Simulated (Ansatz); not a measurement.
Consider the following.

```xyz
2
Lattice="3.8627 0.0000 0.0000 0.0000 3.8627 0.0000 1.9314 -1.9314 2.8641" Properties=species:S:1:pos:R:3 pbc="T T T"
Ga     0.0000     0.0000     0.0000
As     3.8627     1.9314     1.4320
```

No spin polarisation.

Computed with LDA (Ansatz, a quantum-chemistry and plane-wave program), scalar-relativistic without spin-orbit coupling. Γ-centred 10×10×10 mesh, Fermi–Dirac width 0.05 eV.

Question: Predict the electron mass, gap character and band gap.

Answer: 
- Electron mass = 0.046 mₑ out of plane, 0.035 mₑ in plane (at Γ)
- Gap character = direct at Γ
- Band gap = 0.59 eV

The cells carry an imposed strain or load. Effective masses come from finite differences of ±0.01 Å⁻¹. Stability against distortions was not tested. The cell was made from GaAs in the zinc blende structure (space group F-43m, No. 216) by this change: biaxial strain −2.50 %, plane normal [001], relaxed out of plane.
